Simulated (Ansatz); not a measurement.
Polymorphs of CdSe, PBEsol, rigid bands (Ansatz, a first-principles code); geometry: cell and atoms relaxed with PBEsol.
- P6_3mc, primitive cell of 4: a = b = 4.3018 Å, c = 7.0217 Å, α = β = 90.00°, γ = 120.00°
- F-43m, primitive cell of 2: a = b = c = 4.300 Å, α = β = γ = 60.00°

```csv
Space group,volume per atom (Å³),band gap,electron conductivity mass,"Seebeck coefficient, n-type 1e19 cm⁻³"
P6_3mc,28.1,?,0.067 mₑ,?
F-43m,28.1,0.48 eV,0.061 mₑ,-47 μV/K
```

Problem. Fill in the missing entries.

Solution. 
- P6_3mc, band gap: 0.54 eV
- P6_3mc, Seebeck coefficient, n-type 1e19 cm⁻³: -49 μV/K

Masses are for dilute carriers at 300 K, harmonic means over directions unless an axis is named. Seebeck coefficients are for the stated density at 300 K, with one relaxation time for all states and whether or not that doping can be reached. Spin-orbit coupling is left out.
